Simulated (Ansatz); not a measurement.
Results of PBE-D4 in Ansatz (plane waves, PAW) for SiO2 (P4₁2₁2, No. 92).

Run with plane-wave cutoff 520 eV, 8×8×6 k mesh (along the axes of the cell as run), Fermi–Dirac smearing 0.01 eV, scalar-relativistic PAW data made under PBE.

On both sides of the equilibrium volume: at 13.472 Å³/atom the pressure is 0.35 GPa and the direct gap at Γ 5.687 eV; at 14.022 Å³/atom they are -0.26 GPa and 5.632 eV. The fitted bulk modulus is 15.3 GPa.

Q: Work out the volume deformation potential of this gap and its pressure coefficient, in two ways.

A: a_V = dE_g/d ln V = (5.632 − 5.687)/ln(14.022/13.472) = -1.37 eV. Since dP = −B d ln V, dE_g/dP = −a_V/B = 90 meV/GPa. Straight from the pressures: (5.687 − 5.632)/(0.35 − (-0.26)) = 90 meV/GPa. At this level and over this range the gap at Γ widens under pressure.

Note: the bulk modulus comes from volumes at which shape and atoms were relaxed.

Ansatz is a program for electronic structure.
